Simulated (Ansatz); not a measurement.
Al₂(SO₄)₃ (R-3, No. 148), treated with r²SCAN (Ansatz, a program for electronic structure, plane waves, PAW).

Run with plane-wave cutoff 560 eV, 6×6×6 k mesh, Fermi–Dirac smearing 0.01 eV, scalar-relativistic PAW data made under PBE.

Cell (relaxed at this level):

```
Al2O12S3
1.0
    4.01539     2.31828     7.15768
   -4.01539     2.31828     7.15768
    0.00000    -4.63657     7.15768
Al S O
4 6 24
Direct
  0.14365   0.14365   0.14365
  0.85635   0.85635   0.85635
  0.35137   0.35137   0.35137
  0.64863   0.64863   0.64863
  0.53950   0.24851   0.96377
  0.96377   0.53950   0.24851
  0.24851   0.96377   0.53950
  0.46050   0.75149   0.03623
  0.03623   0.46050   0.75149
  0.75149   0.03623   0.46050
  0.37921   0.20569   0.99204
  0.99204   0.37921   0.20569
  0.20569   0.99204   0.37921
  0.62079   0.79431   0.00796
  0.00796   0.62079   0.79431
  0.79431   0.00796   0.62079
  0.51992   0.22603   0.15757
  0.15757   0.51992   0.22603
  0.22603   0.15757   0.51992
  0.48008   0.77397   0.84243
  0.84243   0.48008   0.77397
  0.77397   0.84243   0.48008
  0.73708   0.10521   0.88636
  0.88636   0.73708   0.10521
  0.10521   0.88636   0.73708
  0.26292   0.89479   0.11364
  0.11364   0.26292   0.89479
  0.89479   0.11364   0.26292
  0.52330   0.45525   0.81697
  0.81697   0.52330   0.45525
  0.45525   0.81697   0.52330
  0.47670   0.54475   0.18303
  0.18303   0.47670   0.54475
  0.54475   0.18303   0.47670
```

Q: Estimate the band gap and smallest direct gap on the k points sampled that the calculation returns.

A: 
* **band gap**: 7.22 eV
* **smallest direct gap on the k points sampled**: 7.22 eV

It cost very roughly 8 core-minutes of CPU time.
